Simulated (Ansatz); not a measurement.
Consider this model of amorphous Si₁₆Al₈O₄₄.

```xyz
68
Lattice="9.4084 0.0000 0.0000 0.0000 9.4084 0.0000 0.0000 0.0000 9.4084" Properties=species:S:1:pos:R:3 pbc="T T T"
Si     8.3221     3.3683     0.5305
Si     5.3283     9.2711     3.0460
Si     3.7303     4.3512     2.2169
Si     1.1416     7.4797     3.7786
Si     3.5811     1.6069     1.0871
Si     8.1440     2.9212     5.8075
Si     7.4851     5.1999     7.6590
Si     5.1535     0.5005     8.2467
Si     4.7487     6.7639     8.5491
Si     1.5000     3.2642     7.0521
Si     6.0065     6.8237     5.8850
Si     3.5043     8.2767     5.3139
Si     0.7456     8.2797     0.8641
Si     3.2417     2.9412     4.7075
Si     7.7137     2.0349     3.0697
Si     9.3300     5.6159     1.9266
Al     8.2533     0.5566     8.8193
Al     8.6682     7.8998     6.3770
Al     6.1510     6.3490     2.0268
Al     6.2318     0.5907     5.5202
Al     1.4095     1.1134     2.9825
Al     5.9434     4.2499     4.2553
Al     1.6143     0.1056     7.7000
Al     2.0756     5.5263     9.1739
O      4.8936     2.9349     4.6797
O      6.8966     8.2247     5.9056
O      1.1518     8.6058     2.4983
O      2.5553     8.8347     6.4237
O      7.2107     3.8990     6.7131
O      0.6531     6.5715     0.6958
O      4.2853     3.0223     1.4585
O      5.1607     1.0685     6.7594
O      1.6246     1.7971     7.6280
O      2.8775     5.2938     1.2794
O      3.3328     6.1591     8.1748
O      2.7190     7.5678     4.0938
O      6.5781     5.7394     4.8890
O      5.9191     7.8443     2.8269
O      8.5149     6.3125     7.1396
O      0.1611     7.9817     4.9153
O      6.5634     0.9058     3.5483
O      6.0060     6.0885     7.4482
O      8.7629     2.2234     8.9432
O      2.8167     3.5884     6.1336
O      3.9190     1.2738     8.9657
O      2.0221     1.6174     1.4538
O      8.7200     8.9533     0.7680
O      0.1148     4.0818     1.4261
O      7.7514     1.3836     5.9203
O      9.1649     1.4781     3.2571
O      5.4437     6.3626     0.4891
O      4.6663     9.2821     4.5847
O      0.7771     6.0010     3.2470
O      2.8422     4.0263     3.5332
O      0.2619     3.3445     5.9277
O      9.2195     9.1010     7.5271
O      1.2405     4.3892     8.1858
O      4.8005     8.3160     8.1987
O      7.5905     4.6288     9.1597
O      7.2906     2.7258     1.6749
O      2.4830     1.5492     4.2926
O      7.5376     3.2975     4.2037
O      1.8884     8.6633     9.2337
O      6.5528     0.6160     8.9949
O      5.1886     5.0031     2.7961
O      4.3292     0.4273     1.9665
O      4.4401     7.0425     5.7867
O      7.8146     5.9765     2.1664
```

Calculation: PBE, scalar-relativistic without spin-orbit coupling (plane waves to 420 eV, PAW; Ansatz, a program for electronic structure).

The cell was made by melting and quenching with the CHGNet potential and then relaxed with DFT. O atoms were pushed apart under 1.9 Å during the dynamics, to hinder bonds among them. The hot cell started wider than the set density and was brought back towards it in steps. It is the lowest in DFT energy of 2 quenches. It is a model cell: composition and starting density were chosen by hand, and all elements were melted together. No dispersion term was used. Its density started from a set value of 2.73 and ended at 2.73 g/cm³. Cooling (nominally 140 K/ps over its main leg) ran many orders faster than in experiment, which tends to leave more defects and strain. One small periodic cell is one sample of the glass; other quenches scatter about these values. The volume was held where the preparation left it, at a PBE pressure of 5.4 GPa. Stress components on the final sampling reach 6.9 GPa.

Bonds are counted up to Si-Si 2.60 Å, Si-Al 2.55 Å, Si-O 1.96 Å, Al-Al 2.66 Å, Al-O 2.20 Å, O-O 1.58 Å. Two cations that share two anions don't count as bonded, nor two that share one unless they lie closer than Si-Si 2.38 Å, Si-Al 2.48 Å, Al-Al 2.59 Å.

**Question.** Give the coordination numbers, mean bond lengths and angles.

**Answer.** 
| Quantity | Value |
|---|---|
| Mean coordination of Si by anions | 4.00 (16 with 4) |
| Mean coordination of Al by anions | 4.12 (7 with 4, 1 with 5) |
| Mean coordination of O | 2.20 (35 with 2, 9 with 3) |
| Mean Si-O bond | 1.634 Å (spread 0.053 Å, 64 counted) |
| Mean Al-O bond | 1.788 Å (spread 0.095 Å, 33 counted) |
| Bond angle at Si | mean 109.2°, spread 6.2° |
| Bond angle at Al | mean 108.9°, spread 14.8° |
| Bond angle at O | mean 130.6°, spread 16.8° |

**Question.** Which atoms depart from the most common coordination of their element?

**Answer.** Al20 has 5 (O32 1.71 Å, O49 1.76 Å, O26 1.93 Å, O52 1.96 Å, O41 2.02 Å); O26 has 3 (Si11 1.66 Å, Al18 1.86 Å, Al20 1.93 Å); O27 has 3 (Si4 1.71 Å, Si13 1.72 Å, Al21 1.99 Å); O30 has 3 (Si13 1.72 Å, Si16 1.72 Å, Al24 2.00 Å); O41 has 3 (Si15 1.68 Å, Si2 1.69 Å, Al20 2.02 Å); O42 has 3 (Si11 1.73 Å, Si7 1.74 Å, Si9 1.80 Å); O52 has 3 (Si2 1.68 Å, Si12 1.70 Å, Al20 1.96 Å); O56 has 3 (Al18 1.75 Å, Al17 1.83 Å, Al23 1.86 Å); O62 has 3 (Si15 1.71 Å, Si6 1.76 Å, Al22 1.86 Å); O65 has 3 (Si3 1.70 Å, Al22 1.81 Å, Al19 1.82 Å).

**Question.** List the pairs of like atoms that count as bonded by the rules above.

**Answer.** There are none by these rules.
